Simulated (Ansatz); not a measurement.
Reference: ScCu (Pm-3m), PBEsol, DFPT electron-phonon coupling, linearised Boltzmann equation (plane waves, PAW, scalar-relativistic; Ansatz, a program for electronic structure); geometry: relaxed with this functional, without spin-orbit coupling.

```xyz
2
Lattice="3.2104 0.0000 0.0000 0.0000 3.2104 0.0000 0.0000 0.0000 3.2104" Properties=species:S:1:pos:R:3 pbc="T T T"
Sc     1.6052     1.6052     1.6052
Cu     0.0000     0.0000     0.0000
```

- resistivity at 300 K: 22 μΩ·cm
- mean free path at 300 K: 4.6 nm

Task: Swap Cu for Ag, keeping the structure type. How do these values move?

Result: ScAg (Pm-3m): volume per atom 16.5 to 19.4 Å³; resistivity at 300 K stays about the same (22 μΩ·cm to 21 μΩ·cm); mean free path at 300 K stays about the same (4.6 nm to 5.1 nm).

Task: Swap Cu for Al, keeping the structure type. How do these values move?

Result: ScAl (Pm-3m): volume per atom 16.5 to 18.7 Å³; resistivity at 300 K falls (22 μΩ·cm to 15.7 μΩ·cm); mean free path at 300 K rises (4.6 nm to 13.0 nm).

Task: Replace Cu by Pd on the same sites and relax. What happens?

Result: ScPd (Pm-3m): volume per atom 16.5 to 17.5 Å³; resistivity at 300 K falls (22 μΩ·cm to 11.9 μΩ·cm); mean free path at 300 K rises (4.6 nm to 7.0 nm).

Moves up to 15 % count as about the same. Metals; harmonic phonons alone scatter; means over directions. The mean free path is weighted by the current that each state carries. Halving the electron mesh moves these values by up to 10 %; q meshes are mostly untested. Spin-orbit coupling is left out.

Formula and space group known from diffraction (Crystallography Open Database), not checked to be the room-temperature form: ScAg (Pm-3m), ScCu (Pm-3m), ScPd (Pm-3m). Computed structure with no diffraction record at hand here (it may be known, metastable or hypothetical): ScAl (Pm-3m).
